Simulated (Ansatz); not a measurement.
For AlGeSiN (model structure, started from the AlSiCN type, R3m, No. 160, 4 atoms in the cell), PBEsol in Ansatz (PAW) gives:

| Item | Result |
|---|---|
| lattice parameter a | 3.490 Å |
| lattice parameter c | 18.519 Å |
| bulk modulus | 66.4 GPa |
| cohesive energy | 4.29 eV/atom |

What does r²SCAN (Ansatz, a first-principles code, plane waves, PAW) give for the same quantities?


- lattice constant a: 3.554 Å (goes up by 1.8 %)
- lattice parameter c: 18.211 Å (falls by 1.7 %)
- bulk modulus: 77.1 GPa (increases by 16 %)
- cohesive energy: 3.87 eV/atom (drops by 0.42 eV/atom)

Changes are worked out from the printed values.

Unless a cell is named, each level is at its own relaxed cell (PBEsol 16.28, r²SCAN 16.60 Å³/atom).

Caveats: the bulk modulus is −V dP/dV from two relaxed cells at ±2 % in volume (PBEsol, r²SCAN). Ansatz's density-functional and Hartree–Fock values are scalar-relativistic unless marked +SOC, with PAW data made under PBE.

A model structure was made by putting elements into a prototype or built by hand; it is no filed structure, need not be a known phase, and can be a saddle point held by its symmetry.
